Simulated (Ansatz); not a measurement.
Consider YPt₃ in the Cu3Au type structure (space group Pm-3m, No. 221; relaxed with 0.1 eV smearing).

```yaml
crystal:
  lattice:
    - [4.06336, 0.00000, 0.00000]
    - [0.00000, 4.06336, 0.00000]
    - [0.00000, 0.00000, 4.06336]
  atoms:
    - { symbol: Y, position: [0.00000, 0.00000, 0.00000] }
    - { symbol: Pt, position: [0.50000, 0.50000, 0.00000] }
    - { symbol: Pt, position: [0.00000, 0.50000, 0.50000] }
    - { symbol: Pt, position: [0.50000, 0.00000, 0.50000] }
```

Calculations: PBEsol (Ansatz, a first-principles code, PAW, no spin-orbit coupling).

For the base:

| Quantity | Result |
|---|---|
| Pressure | 0.0 GPa |

Now apply this change: an isotropic linear strain of −2.33 %; the atoms relax in the strained cell.

Q: Predict the new energy relative to the base and pressure.

A: The energy increases by 55 meV/atom; the pressure goes from zero to 16.5 GPa.

Stability against distortions was not tested. The final runs are not spin-polarised.
